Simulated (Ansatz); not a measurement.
## What isotropic strain +0.65 % does to Mg3Sb2

The parent structure is Mg3Sb2 (space group P-3m1, No. 164; a = 4.569 Å, c = 7.250 Å).

Perturbation: every lattice vector is stretched by 0.65 %, atoms relaxed at fixed cell.

Computed with r2SCAN, PAW, 500 eV (Ansatz, an electronic-structure program; spin-orbit coupling left out), earlier PAW set. k-mesh 12×12×7 (Γ-centred); smearing 0.05 eV (Fermi–Dirac).

The volume per atom increases by 0.51 Å³ (26.21 Å³ → 26.72 Å³) and the space group is still P-3m1 (No. 164). The shortest interatomic distance goes up by 0.015 Å, from 2.820 Å to 2.835 Å and the energy grows by 1.4 meV/atom. The pressure (mean of the normal stresses, compression positive) goes from zero to -0.86 GPa and the band gap rises by 0.02 eV, from 0.61 eV to 0.63 eV. The gap character is still indirect, Γ → K and the mean gap deformation potential ΔEg/Δln V comes out as +0.8 eV. The width of the top valence band drops by 0.06 eV to 2.53 eV and the hole mass changes from 0.084 mₑ along c, 1.1 mₑ across (at Γ) to 0.083 mₑ along c, 1.2 mₑ across (at Γ). The valence-band top at Γ (three highest levels, from the VBM) changes from 0.00, -0.41, -0.41 eV to 0.00, -0.39, -0.39 eV.

Final structure:

```
Mg3Sb2
1.0
    4.59822     0.00000     0.00000
   -2.29911     3.98217     0.00000
    0.00000     0.00000     7.29704
Sb Mg
2 3
Direct
  0.33333   0.66667   0.22973
  0.66667   0.33333   0.77027
  0.00000   0.00000   0.00000
  0.33333   0.66667   0.63378
  0.66667   0.33333   0.36622
```

Cost of the whole job for the changed cell (relaxation, final SCF and bands): around 4 core-minutes (rough).

Spin-orbit coupling, missing from the scalar runs, can matter with Sb. Effective masses come from finite differences of ±0.01 Å⁻¹. Stability against distortions was not tested.
